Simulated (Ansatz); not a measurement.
Take Li in the bcc (W type) structure (space group Im-3m, No. 229; a = 3.477 Å) as the base. Axes: x, y, z lie along the cube axes.

Calculations: Ansatz (a quantum-chemistry and plane-wave program) r2SCAN, no SOC.

Strains are applied to the cell and any free atomic positions relax.

One change was made to it. Results:

The shortest interatomic distance shrinks by 0.013 Å (3.012 Å → 2.999 Å); the pressure (mean of the normal stresses, compression positive) remains 0.0 GPa; the energy hardly moves.

Which of these changes matches the shifts?
(A) isotropic strain +5.60 %
(B) strain tensor (xx, yy, zz, yz, xz, xy) = (+0.32, −1.71, +0.12, +0.86, −0.48, −0.10) %
(C) strain tensor (xx, yy, zz, yz, xz, xy) = (−0.06, +2.07, −1.02, −0.02, +1.14, −0.85) %
(D) tensor shear ε_xz = +0.63 %

D, tensor shear ε_xz = +0.63 %. For comparison, the shortest interatomic distance in the other runs: strain tensor (xx, yy, zz, yz, xz, xy) = (+0.32, −1.71, +0.12, +0.86, −0.48, −0.10) % gives 2.974 Å; isotropic strain +5.60 % gives 3.180 Å; strain tensor (xx, yy, zz, yz, xz, xy) = (−0.06, +2.07, −1.02, −0.02, +1.14, −0.85) % gives 2.982 Å.

Without a gap, meshes like the base's 19×19×19 leave anisotropic stresses uncertain by several tenths of a GPa, and small strain energies with them. No phonon test of stability was made.
